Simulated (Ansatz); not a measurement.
Base system: GaAs in the zinc blende structure (space group F-43m, No. 216).

```yaml
crystal:
  lattice:
    - [0.00000, 2.82971, 2.82971]
    - [2.82971, 0.00000, 2.82971]
    - [2.82971, 2.82971, 0.00000]
  atoms:
    - { symbol: As, position: [0.75000, 0.75000, 0.75000] }
    - { symbol: Ga, position: [0.00000, 0.00000, 0.00000] }
```

Cartesian axes are those of the cell as printed.

The values are results of PBEsol (Ansatz, a program for electronic structure), no spin-orbit coupling, earlier PAW set, not measurements.

For the base:

The band gap comes out as 0.42 eV and the electron mass comes out as 0.025 mₑ (at Γ).

It is then changed as follows: the cell is compressed by 3.91 % along x with no lateral relaxation; the atoms relax in the strained cell.

### Question
What happens to the band gap?

### Answer
The band gap increases by 0.14 eV, from 0.42 eV to 0.56 eV.

### Question
What does the calculation give for the electron mass after the change?

### Answer
The electron mass becomes 0.034 mₑ along x, 0.043 mₑ across (at Γ) (base: 0.025 mₑ (at Γ)).

### Question
What happens to the stress?

### Answer
The stress (xx, yy, zz, yz, xz, xy; compression positive) is (4.48, 2.26, 2.26, 0.00, 0.00, 0.00) GPa.

Effective masses come from finite differences of ±0.01 Å⁻¹. Whether these cells are dynamically stable was not tested.
